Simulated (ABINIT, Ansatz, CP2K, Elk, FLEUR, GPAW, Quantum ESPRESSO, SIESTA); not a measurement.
# MgS (Fm-3m, 2 atoms in the cell) computed with different codes at matched settings

Self-consistent single point.

```
CELL_PARAMETERS angstrom
      0.00000     2.61924     2.61924
      2.61924     0.00000     2.61924
      2.61924     2.61924     0.00000
ATOMIC_POSITIONS crystal
  Mg 0.00000 0.00000 0.00000
  S  0.50000 0.50000 0.50000
```

All programs got the same cell, k-point mesh and kind of occupations (in Ansatz's words: kpoints.mp_grid.grid = 7 7 7; scf.occupations.method = fermi_dirac; scf.occupations.width = 0.02 eV); potentials, basis and cutoffs are each program's usual ones.

```tsv
code	model	pressure (GPa)	gap on the mesh (eV)	k-points	cutoff
FLEUR	PBE, all-electron FLAPW (FLEUR), scalar-relativistic valence	–	2.962	20	Kmax 4.3 1/bohr
Ansatz	PBE, default PAW files	-0.36	2.958	20	420 eV
Elk	PBE, all-electron FP-LAPW, Elk's shipped species files, default APW+lo basis	–	2.747	20	rgkmax 7
Quantum ESPRESSO	PBE, SSSP 1.1.2 efficiency (PBE) pseudopotentials	-0.68	2.937	20	40 Ry
SIESTA	GGA PBE, numerical atomic orbitals DZP, PseudoDojo PBE standard norm-conserving potentials (rewritten from UPF to PSML)	-0.15	2.880	172	grid 300 Ry
GPAW	PBE, GPAW PAW datasets PBE (gpaw-data 1.0.1)	-0.45	2.960	20	850 eV
ABINIT	PBE, norm-conserving pseudopotentials (PseudoDojo nc-sr-05 PBE standard)	-0.32	2.953	20	42 Ha
CP2K	PBE, GPW, DZVP-MOLOPT-SR-GTH basis, GTH-PBE potentials (GTH_POTENTIALS)	1.11	2.831	172	grid 1000 Ry
```

A dash marks a value that a program does not give, or that is left out as unsure.

Gaps are read on the mesh. Another mesh or the band path gives a smaller gap, so these values are not converged in the mesh.

The spread over the programs that give each value: pressure within 1.79 GPa; gap on the mesh within 0.215 eV.

The starting cell comes from a database of computed structures (which also holds hypothetical and non-ambient phases and stackings), without a prior relaxation at this level. Its lattice was rescaled by a random factor within 2.5 % of one. On Ansatz's run: Another mesh or the band path of this cell gives a smaller gap, so this value is not converged in the mesh.

Question: Why do the programs differ, and what cannot be compared?

Answer: Differences of this kind can come from the potentials, where these differ, and from what each basis and cutoff leave unconverged. The valence holds different numbers of electrons (FLEUR 16, Ansatz (a quantum-chemistry and plane-wave program) 16, Quantum ESPRESSO 8, SIESTA 16, GPAW 16, ABINIT 16, CP2K 16). The zero of total energies and Fermi levels follows the potentials and each program's conventions, so they are not compared here. SIESTA and CP2K use small atom-centred bases, whose incompleteness enters pressures, forces and empty levels differently from a plane-wave cutoff. FLEUR and Elk treat all electrons, but the usual bases taken here (sphere radii, linearisation, local orbitals, empty states) were not tested for convergence, so the values are no reference for the others. Ansatz's pressure is given at a fixed set of plane waves, as the other plane-wave codes print theirs. The programs reduce the same mesh by symmetry to different extents, which changes the work and not the result. In the pressure, CP2K (by 1.52) lies more than 1 GPa from the median of the plane-wave programs. In the gap, Elk (by 0.208) and CP2K (by 0.124) lie more than 0.12 eV from the median of the plane-wave programs.

Keys are those of Ansatz 0.2.
